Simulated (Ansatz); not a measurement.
Base system: AlAs in the zinc blende structure (space group F-43m, No. 216; a = 5.6743 Å).

Perturbation: a fraction x = 0.667 of the Al sites is given to Ga, ordered in a cell of 6 atoms (starting symmetry Imm2) and fully relaxed.

The other end (x = 1) is GaAs in the zinc blende structure (space group F-43m, No. 216): 22.66 Å³/atom, gap 0.42 eV.

Levels (all Ansatz, an electronic-structure program, PAW, earlier PAW set): PBEsol (420 eV, no spin-orbit coupling); PBEsol+SOC (420 eV, with spin-orbit coupling).

The geometry is relaxed with PBEsol.

```
Property                                    Result
----------------------------  --------------------
PBEsol band gap                            0.89 eV
PBEsol pressure                           0.0 kbar
PBEsol valence-band top at Γ  0.00, 0.00, -0.01 eV
PBEsol gap character                   direct at Γ
```

With PBEsol+SOC at the same geometry, the band gap shrinks by 0.10 eV, from 0.89 eV to 0.79 eV; the pressure hardly moves (0.0 kbar against -0.1 kbar); the valence-band top at Γ (three highest Kramers pairs, from the VBM) changes from 0.00, 0.00, -0.01 eV to 0.00, -0.01, -0.33 eV; the gap character (in this cell's own zone, which can be folded) is still direct at Γ.

Single points use the geometry relaxed with PBEsol. Differences between runs with and without spin-orbit coupling are approximate. Each cell is one ordered arrangement of few atoms, which overstates ordering effects compared with a random alloy. Stability against distortions was not tested. k-point labels follow each cell's own Brillouin zone.
